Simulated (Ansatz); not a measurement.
Start from RuSi in the CsCl type structure (space group Pm-3m, No. 221; a = 2.9100 Å; a cell from a computed database, its experimental status unchecked).

Level of theory: PBEsol, PAW, 420 eV (Ansatz, a program for electronic structure; spin-orbit coupling left out).

For the base:

| Property | Result |
|---|---|
| Lattice parameter a | 2.910 Å |

Now apply this change: a hydrostatic pressure of 0.7 GPa.

Q: Predict the new lattice parameter a.

A: The lattice parameter a drops by 0.002 Å, from 2.910 Å to 2.908 Å.

Load acts through the strain it causes; cell and atoms are relaxed under it. Stability against distortions was not tested. The final runs are not spin-polarised.
